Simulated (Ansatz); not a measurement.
A periodic model of amorphous Hf₁₈O₃₈Si:

```
CELL_PARAMETERS angstrom
      9.43225     0.04377     0.05414
      0.04377     9.14285    -0.78060
      0.05414    -0.78060     8.82431
ATOMIC_POSITIONS crystal
  Hf 0.58896 0.38166 0.87354
  Hf 0.08665 0.98425 0.08028
  Hf 0.98680 0.70615 0.28107
  Hf 0.32275 0.70936 0.18092
  Hf 0.25565 0.35269 0.31117
  Hf 0.73962 0.01661 0.89788
  Hf 0.65140 0.73142 0.05588
  Hf 0.43804 0.03345 0.08344
  Hf 0.18671 0.28004 0.69049
  Hf 0.66208 0.87190 0.45232
  Hf 0.80551 0.67492 0.69346
  Hf 0.16139 0.01080 0.42649
  Hf 0.59327 0.52497 0.32419
  Hf 0.13976 0.63732 0.57058
  Hf 0.35980 0.93232 0.73626
  Hf 0.51490 0.19547 0.54091
  Hf 0.92600 0.31373 0.08050
  Hf 0.83202 0.28061 0.48528
  O  0.99371 0.95056 0.28897
  O  0.95176 0.53928 0.07241
  O  0.39726 0.24269 0.15641
  O  0.44594 0.78277 0.01238
  O  0.69833 0.08642 0.43021
  O  0.30521 0.18668 0.44650
  O  0.55446 0.35393 0.42356
  O  0.94241 0.08349 0.96826
  O  0.65826 0.57705 0.83154
  O  0.27963 0.95922 0.22233
  O  0.47454 0.97035 0.54653
  O  0.25546 0.53996 0.01230
  O  0.87777 0.47397 0.59640
  O  0.81213 0.35941 0.27859
  O  0.05152 0.63302 0.79322
  O  0.68434 0.28121 0.67455
  O  0.52202 0.76432 0.28410
  O  0.21796 0.43276 0.55985
  O  0.52115 0.04461 0.86591
  O  0.10365 0.75262 0.08082
  O  0.09496 0.21757 0.18871
  O  0.20104 0.04664 0.66121
  O  0.59981 0.51414 0.09090
  O  0.95024 0.74037 0.52463
  O  0.65551 0.66047 0.51996
  O  0.80910 0.80379 0.91884
  O  0.09630 0.52176 0.33133
  O  0.37735 0.53707 0.30478
  O  0.40728 0.29357 0.74758
  O  0.25561 0.99647 0.94242
  O  0.64739 0.97692 0.10221
  O  0.74227 0.90909 0.67629
  O  0.31020 0.73037 0.67062
  O  0.73819 0.25825 0.96252
  O  0.77672 0.73648 0.25992
  O  0.07217 0.36637 0.87591
  O  0.02275 0.19376 0.53024
  O  0.19303 0.78373 0.39712
  Si 0.09136 0.56399 0.95133
```

Methods: PBE, scalar-relativistic without spin-orbit coupling (Ansatz, a first-principles code); r2SCAN, scalar-relativistic without spin-orbit coupling (Ansatz); HSE06, scalar-relativistic without spin-orbit coupling (Ansatz). Neutral PBE cell, which sets geometry, pressure and energy: sampling: a 2×2×2 Γ-centred mesh; Fermi-Dirac width 0.02 eV; no spin polarisation. Exact exchange is cut at the faces of this 9 Å cell, which leaves hybrid gaps a finite-size error.

It comes from a melt-quench run on a machine-learned potential (CHGNet), relaxed afterwards by DFT. O atoms were pushed apart under 1.9 Å during the dynamics, to hinder bonds among them. The hot cell started wider than the set density and was brought back towards it in steps. It is the lowest in DFT energy of 2 quenches. It is a model cell: composition and starting density were chosen by hand, and all elements were melted together. No dispersion term was used. Its density started from a set value of 8.61 and ended at 8.46 g/cm³. The quench (nominally 380 K/ps over its main leg) was far faster than any real one, so the model tends to hold more defects than a real film. One small periodic cell is one sample of the glass; other quenches scatter about these values. Volume and shape were free in the relaxation.

Question: Give the pressure, the energy against reference phases and the spacing of the highest filled and lowest empty levels.

Answer: 
```json
{
 "Pressure on a 2×2×2 Γ-centred mesh": "0.05 GPa",
 "Largest force and stress component on that mesh (the relaxation ran on the zone centre alone)": "0.11 eV/Å and 0.2 GPa",
 "Energy relative to monoclinic HfO2 + HfSiO4 (I4_1/amd) (lowest mix at this level among the phases computed, not always the ambient ones)": "0.181 eV/atom",
 "Level gap on a 2×2×2 Γ-centred mesh (PBE)": "4.07 eV",
 "Level gap at the zone centre (PBE)": "4.12 eV",
 "Level gap at the zone centre (r2SCAN)": "4.62 eV",
 "Level gap at the zone centre (HSE06)": "5.71 eV",
 "Distance between the nearest levels spread over more than a fifth of the atoms or a third of the atoms of their main element (six at least) (PBE, zone centre)": "4.32 eV"
}
```

Question: At PBE and the zone centre, how localised are the states just below and above the Fermi level (participation number: the atoms over which a state spreads)?

Answer: The highest filled state is spread over 8.1 atoms' worth, largest on O30, with weights by element (charge in smoothed Voronoi cells) O 0.95, Hf 0.04, Si 0.01. The lowest empty state is spread over 28.2 atoms' worth, largest on Hf12, with weights by element (charge in smoothed Voronoi cells) Hf 0.53, O 0.47, Si 0.01.

At PBE the levels at the filled edge of the gap are localised (band-tail or defect states).

Neighbours within Hf-Hf 3.34 Å, Hf-O 2.62 Å, Hf-Si 2.89 Å, O-O 1.58 Å, O-Si 2.12 Å, Si-Si 2.60 Å count as bonded. Two cations that share two anions don't count as bonded, nor two that share one unless they lie closer than Hf-Hf 3.25 Å, Hf-Si 2.81 Å, Si-Si 2.38 Å.

Added carriers, by PBE, scalar-relativistic without spin-orbit coupling (Ansatz) on the zone centre alone. Charged cells keep the cell fixed and stand in a uniform background, with no image correction, at a width of 0.01 eV; where the count is odd the moment is locked at 1 μB, unless the neutral cell bore moments. Each starts from the undistorted neutral geometry alone. PBE's self-interaction favours spread-out carriers, so it can miss traps that a hybrid finds.

Question: What happens at PBE when the cell takes an extra electron and the atoms relax?

Answer: Relaxation lowers the charged cell by 0.21 eV. The largest moves are O39 0.27 Å, Hf2 0.17 Å, O28 0.14 Å, O25 0.13 Å. The level that holds the added charge spreads over 7.9 atoms' worth, most on Hf12 (weight 0.24): a partly localised carrier. Bonds formed: Hf18-O25. Made neutral again at that geometry, the cell lies +0.69 eV from the neutral start.

Question: What happens at PBE when the cell takes a hole and the atoms relax?

Answer: Relaxation lowers the charged cell by 0.10 eV. The largest moves are O30 0.08 Å, O42 0.07 Å, O33 0.06 Å, O45 0.06 Å. The level that was emptied spreads over 10.7 atoms' worth, most on O30 (weight 0.18): a partly localised carrier. No bond crosses its cut-off with a change of over 0.15 Å (metal-metal contacts aside). Made neutral again at that geometry, the cell lies +0.16 eV from the neutral start.
